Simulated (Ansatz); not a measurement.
The starting structures come from a database of crystals and need not be the phases stable at ambient conditions.

 Where the default PAW files enter, the runs use the earlier of Ansatz's two default sets.

## Evanescent states of ZnSnO$_{3}$ (R-3, not sure to be the ambient phase, 10 atoms a cell, 11.9 Å³ an atom, -7 GPa at this level) along the normal of (001)

Level of theory: PBEsol (plane waves, PAW; Ansatz, a quantum-chemistry and plane-wave program).

The gap is the functional's own, uncorrected, and κ follows it; spin-orbit coupling is left out. Mid-gap values are interpolated between the computed energies.

Energies count from the valence-band top; κ is the least over a 12×12 mesh across the current.

```csv
E (eV),κ (1/Å),where
0.04,0.123,Γ
0.12,0.128,Γ
0.20,0.132,Γ
0.28,?,Γ
0.36,?,Γ
0.44,?,Γ
0.52,0.132,Γ
0.60,?,Γ
0.68,?,Γ
0.76,?,Γ
0.84,?,Γ
0.92,?,Γ
1.00,0.087,Γ
1.08,0.070,Γ
1.16,0.041,Γ
```

Question: What belongs in the gaps?

Answer: 
- 0.28, κ (1/Å): 0.134
- 0.36, κ (1/Å): 0.134
- 0.44, κ (1/Å): 0.134
- 0.60, κ (1/Å): 0.129
- 0.68, κ (1/Å): 0.125
- 0.76, κ (1/Å): 0.119
- 0.84, κ (1/Å): 0.111
- 0.92, κ (1/Å): 0.101
